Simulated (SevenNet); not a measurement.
# L1₂ (Cu3Au-type) Pt3Ti

These are the machine-learned potential SevenNet-0 (trained on PBE and PBE+U data) values and carry that method's errors.

Cell (relaxed at this level):

Space group Pm-3m (No. 221); a = b = c = 3.9531 Å, α = β = γ = 90.00°

```json
[
 {"atom": "Ti", "site": "1a", "symmetry": "m-3m", "x": "0.0000", "y": "0.0000", "z": "0.0000"},
 {"atom": "Pt", "site": "3c", "symmetry": "4/mm.m", "x": "0.0000", "y": "0.5000", "z": "0.5000"}
]
```

```
Quantity                    Result
-------------------  -------------
lattice parameter a        3.953 Å
volume per atom      15.44 Å³/atom
```

Measured, for comparison: lattice constant a 3.916 Å, equilibrium volume per atom 15.01 Å³/atom (temperature not stated, no zero-point or thermal correction; as tabulated in Molecular Dynamics Simulations of PtTi High-Temperature Shape Memory Alloys …). Computed (rounded) less measured: lattice constant a +0.9 %, equilibrium volume per atom +2.9 %.

A machine-learned potential is trained on density-functional data: it inherits that level's misses and adds fitting errors of its own.

Note: the model gives imaginary modes for this phase (in the spectrum interpolated from a supercell).
